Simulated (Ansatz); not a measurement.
Given:

End structure of a constructed model of the (0001) surface of hcp Zr, a pseudomorphic layer of Ag in the host's stacking (bottom of the slab: a bare face, its two planes held):

```xyz
7
Lattice="3.2325 0.0000 0.0000 -1.6162 2.7994 0.0000 0.0000 0.0000 32.0000" Properties=species:S:1:pos:R:3 pbc="T T T"
Zr     1.6162     0.9331     8.1645
Zr     0.0000     1.8663    10.7496
Zr     1.6162     0.9331    13.3573
Zr     0.0000     1.8663    15.9703
Zr     1.6162     0.9331    18.5525
Zr     0.0000     1.8663    21.1113
Ag     1.6162     0.9331    23.4191
```

Slab: 7 atoms, 15.7 Å thick at the start; k 13x13x1, smearing 0.1 eV, dipole-corrected; single point; on the structure that PBE left under its start's symmetry; no spin, no spin-orbit, no U. It is one candidate, not shown to be the stable structure of the face.

Q: What work function of the top face does r2SCAN, at the PBE geometry run with Ansatz (an electronic-structure program) give?

A: 3.48 eV
